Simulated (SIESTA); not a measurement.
# Input and output of a self-consistent single point for Ag5Au3S4 (P1, 12 atoms in the cell) (SIESTA)

Method: SIESTA with GGA PBEsol, numerical atomic orbitals TZP, PseudoDojo PBEsol standard norm-conserving potentials (rewritten from UPF to PSML).

The input file:

```
# files in the folder: Ag.psml S.psml Au.psml (PseudoDojo PBEsol standard)
SystemName  Ag5Au3S4
SystemLabel ag5au3s4

NumberOfAtoms                12
NumberOfSpecies              3
%block ChemicalSpeciesLabel
  1 47 Ag
  2 16 S
  3 79 Au
%endblock ChemicalSpeciesLabel
LatticeConstant              1.0 Ang
%block LatticeVectors
     4.635640000    0.000000000    0.000000000
    -1.688084000    4.506902000    0.000000000
    -0.243229000   -0.423137000   13.615976000
%endblock LatticeVectors
AtomicCoordinatesFormat      Fractional
%block AtomicCoordinatesAndAtomicSpecies
     0.078590000    0.690390000    0.243240000  1
     0.703010000    0.963620000    0.739980000  1
     0.524060000    0.106800000    0.396140000  1
     0.344580000    0.729050000    0.014320000  1
     0.137540000    0.522920000    0.449960000  1
     0.930500000    0.948430000    0.006250000  2
     0.971770000    0.967640000    0.480490000  2
     0.520070000    0.505610000    0.273440000  2
     0.571740000    0.424870000    0.756730000  2
     0.228850000    0.226120000    0.139230000  3
     0.258880000    0.203400000    0.620360000  3
     0.230400000    0.211150000    0.879850000  3
%endblock AtomicCoordinatesAndAtomicSpecies

XC.functional                GGA
XC.authors                   PBEsol
PAO.BasisSize                TZP
PAO.EnergyShift              0.005 Ry
MeshCutoff                   350 Ry
%block kgrid.MonkhorstPack
    3   0   0  0.0
    0   3   0  0.0
    0   0   1  0.0
%endblock kgrid.MonkhorstPack
OccupationFunction           FD
ElectronicTemperature        10 K

MaxSCFIterations             150
SCF.Mixer.Method             Pulay
SCF.Mixer.Weight             0.2
SCF.Mixer.History            6
SCF.DM.Tolerance             1.0E-05
Diag.ParallelOverK           true
WriteForces                  true
Charge.Mulliken              end
```

The program printed (abridged):

```
reinit: Reading from file input.fdf

reinit: System Name: Ag5Au3S4
reinit: System Label: ag5au3s4

coor:   Atomic-coordinates input format  =     Fractional

siesta: Atomic coordinates (Bohr) and species
siesta:     -1.62570   5.68542   6.25868  1        1
siesta:      2.74435   7.61527  19.04003  1        2
siesta:      4.06804   0.59284  10.19287  1        3
siesta:      0.68629   6.19773   0.36846  1        4
siesta:     -0.67008   4.09382  11.57768  1        5
siesta:      5.12288   8.07260   0.16082  2        6
siesta:      5.20515   7.85700  12.36323  2        7
siesta:      2.81727   4.08754   7.03574  2        8
siesta:      3.30533   3.01345  19.47102  2        9
siesta:      1.21942   1.81449   3.58245  3       10
siesta:      1.33382   1.23627  15.96215  3       11
siesta:      0.94034   1.09478  22.63895  3       12

siesta: System type = bulk

initatomlists: Number of atoms, orbitals, and projectors:     12   268   237

siesta: ******************** Simulation parameters ****************************
redata: Spin configuration                          = none
redata: Time-Reversal Symmetry                      = T
redata: Number of Atomic Species                    =        3
redata: Mesh Cutoff                                 =   350.0000 Ry
redata: Net charge of the system                    =     0.0000 |e|
redata: Min. number of SCF Iter                     =        0
redata: Max. number of SCF Iter                     =      150
redata: SCF convergence failure will abort job
redata: SCF mix quantity                            = Hamiltonian
redata: Mix DM or H after convergence               =   F
redata: Recompute H after scf cycle                 =   F
redata: Mix DM in first SCF step                    =   T
redata: No kicks to SCF
redata: DM Mixing Weight for Kicks                  =     0.5000
redata: Require Harris convergence for SCF          =   F
   [... lines left out ...]
diag: Parallel distribution                         =     1 x     1
diag: Used triangular part                          = Lower
diag: Absolute tolerance                            =  0.100E-15
diag: Orthogonalization factor                      =  0.100E-05
diag: Memory factor                                 =  1.0000

superc: Internal auxiliary supercell:     5 x     5 x     3  =      75
superc: Number of atoms, orbitals, and projectors:    900  20100  17775

                        Single-point calculation

superc: Internal auxiliary supercell:     5 x     5 x     3  =      75
superc: Number of atoms, orbitals, and projectors:    900  20100  17775

outcell: Unit cell vectors (Ang):
        4.635640    0.000000    0.000000
       -1.688084    4.506902    0.000000
       -0.243229   -0.423137   13.615976

outcell: Cell vector modules (Ang)   :    4.635640    4.812670   13.624720
outcell: Cell angles (23,13,12) (deg):     91.3077     91.0229    110.5337
outcell: Cell volume (Ang**3)        :    284.4701
new_DM -- step:     1
Initializing Density Matrix...

Attempting to read DM from file... Failed...
DM filled with atomic data:

InitMesh: MESH = 50 x 54 x 160 = 432000
InitMesh: Mesh cutoff (required, used) =   350.000   366.919 Ry

stepf: Fermi-Dirac step function
        iscf     Eharris(eV)        E_KS(eV)     FreeEng(eV)     dDmax    Ef(eV) dHmax(eV)
   scf:    1   -34151.581408   -34256.878477   -34256.878477  1.209990 -2.393455 19.463284
   scf:    2   -34321.292572   -34297.344790   -34297.344790  0.490287 -2.988153  6.329853
   scf:    3   -34302.790650   -34301.102849   -34301.102849  0.168393 -3.670619  2.631141
   scf:    4   -34301.585943   -34301.423977   -34301.423977  0.040219 -3.815418  0.564706
   scf:    5   -34301.503609   -34301.475528   -34301.475528  0.027769 -3.952282  0.238202
   scf:    6   -34301.485036   -34301.482119   -34301.482119  0.015445 -4.000457  0.038566
   [... 6 lines left out ...]
   scf:   13   -34301.483108   -34301.483108   -34301.483108  0.000260 -4.020566  0.000386
   scf:   14   -34301.483108   -34301.483108   -34301.483108  0.000077 -4.020621  0.000156
   scf:   15   -34301.483108   -34301.483108   -34301.483108  0.000028 -4.020627  0.000065
   scf:   16   -34301.483108   -34301.483108   -34301.483108  0.000022 -4.020632  0.000020
   scf:   17   -34301.483108   -34301.483108   -34301.483108  0.000010 -4.020637  0.000012
SCF Convergence by DM+H criterion
max |DM_out - DM_in|         :     0.0000096103
max |H_out - H_in|      (eV) :     0.0000122642
SCF cycle converged after 17 iterations

Using DM_out to compute the final energy and forces

siesta: E_KS(eV) =           -34301.4831

siesta: E_KS - E_eggbox =    -34301.4831

siesta: Atomic forces (eV/Ang):
     1    0.096512    0.024135    0.059646
     2    0.056032    0.158444    0.013344
     3   -0.103428   -0.049010    0.022040
     4    0.004099    0.023915   -0.006711
     5   -0.033681   -0.002378   -0.096107
     6    0.108688   -0.085427    0.084976
     7    0.006713    0.024639   -0.090618
     8   -0.030124    0.011868    0.055270
     9   -0.006182   -0.049789   -0.059122
    10   -0.016720    0.011290   -0.095779
    11   -0.047881   -0.025298    0.110447
    12   -0.035311   -0.040413    0.006681
   Tot   -0.001284    0.001976    0.004068
   Max    0.158444
   Res    0.062232    sqrt( Sum f_i^2 / 3N )
   Max    0.158444    constrained

Stress tensor Voigt[x,y,z,yz,xz,xy] (kbar):       43.41       46.42       45.68       -0.29        0.90       -1.91
(Free)E + p*V (eV/cell)   -34309.5026
Target enthalpy (eV/cell)   -34301.4831

siesta: Program's energy decomposition (eV):
siesta: Ebs     =     -5385.477056
siesta: Eions   =     45036.234596
siesta: Ena     =      4851.592107
siesta: Ekin    =     11084.801969
siesta: Enl     =        71.838981
siesta: Eso     =         0.000000
siesta: Edftu   =         0.000000
siesta: DEna    =       233.211125
siesta: DUscf   =         7.596513
siesta: DUext   =         0.000000
siesta: Ex      =     -5163.709147
siesta: Ec      =      -350.580060
siesta: Exc     =     -5514.289207
siesta: Eharris =    -34301.483108
siesta: Etot    =    -34301.483108
siesta: FreeEng =    -34301.483108

siesta: Atomic forces (eV/Ang):
siesta:      1    0.096512    0.024135    0.059646
siesta:      2    0.056032    0.158444    0.013344
siesta:      3   -0.103428   -0.049010    0.022040
siesta:      4    0.004099    0.023915   -0.006711
siesta:      5   -0.033681   -0.002378   -0.096107
siesta:      6    0.108688   -0.085427    0.084976
   [... lines left out ...]
siesta: Cell volume =        284.470079 Ang**3
siesta:         -45.16679475        -45.32648252  kBar
   [... lines left out ...]
               5dyz    5dz2    5dxz    5dx2-y2 5dxy    5dyz    5dz2    5dxz
               5dx2-y2
  10 18.914   1.993   0.812  -0.864   0.959   1.995   1.990   1.997   0.241
              0.249   0.157   1.641   1.445   1.650   1.555   1.728   0.043

             -0.015   0.019   0.030   0.049   0.215   0.355   0.222   0.287

              0.162
  11 18.830   1.993   0.823  -0.832   0.908   1.998   1.990   1.997   0.156
              0.245   0.162   1.675   1.491   1.586   1.482   1.755   0.050

              0.011  -0.001  -0.000   0.057   0.191   0.318   0.285   0.355

              0.134
  12 18.818   1.991   0.785  -0.777   0.859   1.996   1.991   1.996   0.184
              0.232   0.180   1.605   1.476   1.669   1.477   1.744   0.035

              0.013   0.018   0.014   0.054   0.254   0.324   0.215   0.339

              0.144

mulliken: Qtot =      176.000

Mulliken Atomic Populations:
Atom #   charge [q] valence [e]  Species
     1    -0.001909   19.001909  Ag
     2    -0.039714   19.039714  Ag
     3     0.019007   18.980993  Ag
     4    -0.014366   19.014366  Ag
     5    -0.004719   19.004719  Ag
     6    -0.107656    6.107656  S
     7    -0.103556    6.103556  S
     8    -0.041548    6.041548  S
     9    -0.143773    6.143773  S
    10     0.086143   18.913857  Au
    11     0.170486   18.829514  Au
    12     0.181606   18.818394  Au
 Total    -0.000000
```

The run converged in 17 iterations.

The starting cell comes from a database of computed structures (which also holds hypothetical and non-ambient phases and stackings), without a prior relaxation at this level. Values carry the incompleteness of an atom-centred basis. With a pressure of about -5 GPa the cell is away from its equilibrium volume at this level.

Cost on one core of a shared machine: roughly 2 min.
